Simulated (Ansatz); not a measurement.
Effect of isotropic strain +2.50 % on Be2C

Start from Be2C (space group Fm-3m, No. 225; a = 4.3285 Å).

One thing is altered: the cell is scaled by 1.0250 in all directions, atoms relaxed at fixed cell.

Calculations: plane-wave PAW DFT at the PBE level (Ansatz, a first-principles code, 420 eV), scalar-relativistic without spin-orbit coupling. k-mesh 13×13×13 (Γ-centred); smearing 0.05 eV (Fermi–Dirac).

- Volume per atom = 7.28 Å³ (base 6.76 Å³)
- Space group = Fm-3m (No. 225) (base Fm-3m (No. 225))
- Shortest interatomic distance = 1.921 Å (base 1.874 Å)
- Energy relative to the base (free energy F) = +23 meV/atom
- Band gap = 1.14 eV (base 1.17 eV)
- Gap character = indirect, Γ → X (base indirect, Γ → X)
- Smallest direct gap = 3.99 eV (base 4.14 eV)
- Mean gap deformation potential ΔEg/Δln V = -0.5 eV
- Width of the top valence band = 5.64 eV (base 5.90 eV)
- Electron mass = 0.68 mₑ along k, 0.23 mₑ across (at X) (base 0.69 mₑ along k, 0.23 mₑ across (at X))
- Hole mass (degenerate bands, along [100]) = 0.27, 0.27, 0.39 mₑ (at Γ) (base 0.26, 0.26, 0.42 mₑ (at Γ))

Final structure:

```
CELL_PARAMETERS angstrom
      0.00000     2.21835     2.21835
      2.21835     0.00000     2.21835
      2.21835     2.21835     0.00000
ATOMIC_POSITIONS crystal
  Be 0.25000 0.25000 0.25000
  Be 0.75000 0.75000 0.75000
  C  0.00000 0.00000 0.00000
```

Cost of the whole job for the changed cell (relaxation, final SCF and bands): roughly 4 core-seconds.

Effective masses come from finite differences of ±0.01 Å⁻¹. Along k means along the line from Γ to the band edge. Stability against distortions was not tested.
